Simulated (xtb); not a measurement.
xtb 6.7.1, GFN1-xTB: Sn(OMe)3(SeH) (C[O][Sn]([SeH])([O]C)[O]C), 18 atoms. The geometry is a generated start, not checked to be a minimum at this level.

- run flags = --grad
- method = GFN1-xTB
- --acc = 1 (default)
- --etemp (K) = 300 (default)
- basis functions = 64
- valence electrons = 50

```xyz
18

C     -1.1193    -2.4277    -0.8945
O     -1.2566    -1.4441     0.0906
Sn     0.1189    -0.0209     0.5918
Se     0.9874    -0.1713     2.9379
O      1.7332    -0.1711    -0.6825
C      2.9709     0.3877    -0.3634
O     -0.8633     1.7733     0.5480
C     -1.9967     2.0607    -0.2132
H     -1.8988    -3.1638    -0.6835
H     -0.1503    -2.9310    -0.8529
H     -1.2696    -2.0207    -1.8975
H     -0.3086     0.0590     3.5279
H      3.3003     0.1278     0.6492
H      3.6870    -0.0398    -1.0705
H      2.9694     1.4755    -0.4705
H     -2.8525     1.4445     0.0748
H     -2.2324     3.1079    -0.0046
H     -1.8190     1.9540    -1.2869
```

One run each on 1 thread. Values of broydamp tried: 0.02, 0.05, 0.1, 0.2, 0.4 (default), 0.6, 0.8, 1.

**Question.** Predict the course of the SCC iterations along this series.

**Answer.** Fewest SCC iterations, within one of each other: 0.2 with 12, 0.4 (default) with 11. The count rises to 176 at 0.02. All converge to one solution.

| broydamp | SCC iterations | end |
|---|---|---|
| 0.02 | 176 | same solution |
| 0.05 | 20 | same solution |
| 0.1 | 16 | same solution |
| 0.2 | 12 | same solution |
| 0.4 (default) | 11 | same solution |
| 0.6 | 13 | same solution |
| 0.8 | 20 | same solution |
| 1 | 20 | same solution |
